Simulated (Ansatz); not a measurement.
The starting structures come from a database of crystals and need not be the phases stable at ambient conditions.

 Where the default PAW files enter, the runs use the earlier of Ansatz's two default sets.

The decay constant κ of evanescent states in the gap governs leakage through a thin film.

Here is the system:

```yaml
crystal:
  lattice:
    - [3.18693, 0.00000, 0.00000]
    - [-1.59347, 2.75996, 0.00000]
    - [1.59347, -0.91999, 2.68018]
  atoms:
    - { symbol: Ga, position: [0.00000, 0.00000, 0.00000] }
    - { symbol: N, position: [0.75000, 0.25000, 0.75000] }
```

Space group of this cell: R3m. The cell is strained (lengths along the current scaled by 1.03, ions clamped); by r2SCAN its mean pressure is -6.2 GPa.

Transport runs along the normal of the first two printed cell vectors, the (111) (indices of the unstrained crystal) plane of the conventional cell.

No gap correction and no spin-orbit coupling; mid-gap values are interpolated between computed energies.

Problem. State the band gap and the smallest decay constant κ at mid-gap according to Ansatz (a program for electronic structure) with r2SCAN.

Solution. Gap 1.87 eV on a 12×12×12 mesh; κ = 0.131 1/Å, at the zone centre.
